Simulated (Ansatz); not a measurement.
bcc Tl (high-temperature phase) was calculated with r²SCAN in Ansatz (PAW).

Settings: plane-wave cutoff 560 eV, 20×20×20 k mesh, Fermi–Dirac smearing 0.05 eV, scalar-relativistic PAW data made under PBE.

Cell (relaxed at this level):

```yaml
crystal:
  lattice:
    - [-1.95982, 1.95982, 1.95982]
    - [1.95982, -1.95982, 1.95982]
    - [1.95982, 1.95982, -1.95982]
  atoms:
    - { symbol: Tl, position: [0.00000, 0.00000, 0.00000] }
```

Question: Give the computed bulk modulus B0.

Answer: 
- bulk modulus B0 = 31.7 GPa

The run finds no gap.

Note: the bulk modulus is −V dP/dV from two relaxed cells at ±2 % in volume; symmetry holds this phase in the static calculation, where it need not be a minimum; held by symmetry at 0 K, a high-temperature phase can be a saddle point.

Spin–orbit coupling is not included; it can shift volumes and moduli of such heavy elements.

The computed numbers hold no vibrational or temperature effects.

Computing time: roughly 80 core-seconds.

Ansatz is a first-principles code.
